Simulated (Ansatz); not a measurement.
The parent structure is Cs3Bi (space group Fm-3m, No. 225; a = 9.3677 Å; a model cell, its experimental status unchecked). Axes: x, y, z lie along the cube axes.

Computed with Kohn–Sham DFT with the r2SCAN functional, run in Ansatz (a program for electronic structure) with PAW and 500 eV plane waves, no spin-orbit coupling.

For the base:

The pressure comes out as 0.00 GPa and the valley order is Γ 0.81 eV; X along ⟨100⟩ 1.46 eV. The smallest direct gap is 1.19 eV.

Now apply this change: uniaxial strain ε_xx = +3.22 %, all other strain components held at zero; the atoms relax in the strained cell.

### Question
What does the calculation give for the pressure after the change?

### Answer
The pressure (mean of the normal stresses, compression positive) goes from zero to -0.30 GPa.

### Question
Estimate the effect on the valley order.

### Answer
The valley order (the lowest conduction-band minima on the path, energy above the VBM, named in the base's zone) changes from Γ 0.81 eV; X along ⟨100⟩ 1.46 eV to Γ 0.68 eV; X along [010] 1.43 eV; X along [100] 1.46 eV.

### Question
Estimate the effect on the smallest direct gap.

### Answer
The smallest direct gap decreases by 0.15 eV (1.19 eV → 1.04 eV).

With Bi present, leaving out spin-orbit coupling can change the band edges. Gaps are read on the SCF mesh and a high-symmetry path. No phonon test of stability was made.
